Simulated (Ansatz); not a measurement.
Consider the following.

```
CELL_PARAMETERS angstrom
     -1.54108     1.54108     1.56455
      1.54108    -1.54108     1.56455
      1.54108     1.54108    -1.56455
ATOMIC_POSITIONS crystal
  Mo 0.00000 0.00000 0.00000
```

Level of theory: PBEsol with spin-orbit coupling, rigid bands (plane waves, PAW; Ansatz, a quantum-chemistry and plane-wave program). Condition of this run: biaxial strain xx = yy = -1.5 %, z clamped with spin-orbit coupling. How the cell was made: cell and atoms relaxed with PBEsol, then loaded as said.

Q: For narrow interconnects the product ρ₀λ of bulk resistivity and mean free path ranks metals, the lower the better. What is it here?

A: 5.7 ×10⁻¹⁶ Ω·m².

Q: And the Drude plasma energy and the root-mean-square Fermi velocity at 300 K?

A: 9.1 eV; 9.0e5 m/s.

A metal at this level (no band gap); rigid bands, thermally averaged at 300 K, both spins. τ is one relaxation time for all states; the product of resistivity and mean free path takes one path for all states instead.
